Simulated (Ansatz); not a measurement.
Results of PBEsol in Ansatz (plane waves, PAW) for L1₂ (Cu3Au-type) Al3Sc.

Numerical settings: plane-wave cutoff 520 eV, 14×14×14 k mesh, Fermi–Dirac smearing 0.05 eV, scalar-relativistic PAW data made under PBE.

Computed at the level's own relaxed cell.

Question: What does this level give for the equilibrium volume per atom, bulk modulus, lattice constant a and pressure derivative B′ of the bulk modulus?

Answer: 
equilibrium volume per atom: 16.88 Å³/atom
bulk modulus: 91.7 GPa
lattice constant a: 4.072 Å
pressure derivative B′ of the bulk modulus: 4.1

The run finds no gap.

Measured, for comparison: equilibrium volume per atom 17.27 Å³/atom, lattice constant a 4.103 Å (room temperature, not corrected to a static lattice; as tabulated in A Combined Experimental and First-Principles Based Assessment of …); bulk modulus 91.5 ± 1 GPa (298 K, not corrected to a static lattice, polycrystal; as tabulated in A Combined Experimental and First-Principles Based Assessment of …). Computed (rounded) less measured: equilibrium volume per atom -2.3 %, bulk modulus +0.2 % (inside the measured uncertainty), lattice constant a -0.8 %. A static lattice is as a rule a little smaller and stiffer than an uncorrected measurement, which narrows the difference in the lattice constant a and would widen misses of the other sign.

The computed numbers hold no vibrational or temperature effects.

Ansatz is an electronic-structure program.
